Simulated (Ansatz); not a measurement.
Take Hf in the hcp (Mg type) structure (space group P6_3/mmc, No. 194; a = 3.117 Å, c = 4.950 Å; relaxed with 0.1 eV smearing) as the base. Axes: x lies along a and z along c of the hexagonal cell.

Calculations: LDA (Ansatz, a program for electronic structure), no spin-orbit coupling.

Strains are applied to the cell and any free atomic positions relax; under biaxial strain the out-of-plane vector relaxes too.

One change was made to it. Results:

The pressure (mean of the normal stresses, compression positive) goes from zero to -3.3 GPa; the band gap remains zero.

Name the change that was made.
A. biaxial strain −2.00 %, plane normal [001], relaxed out of plane
B. biaxial strain +1.00 %, plane normal [001], relaxed out of plane
C. biaxial strain −2.50 %, plane normal [001], relaxed out of plane
D. biaxial strain +2.50 %, plane normal [001], relaxed out of plane

D, biaxial strain +2.50 %, plane normal [001], relaxed out of plane. For comparison, the pressure in the other runs: biaxial strain +1.00 %, plane normal [001], relaxed out of plane gives -1.4 GPa; biaxial strain −2.50 %, plane normal [001], relaxed out of plane gives 3.6 GPa; biaxial strain −2.00 %, plane normal [001], relaxed out of plane gives 2.9 GPa.

Stability against distortions was not tested. The final runs are not spin-polarised.
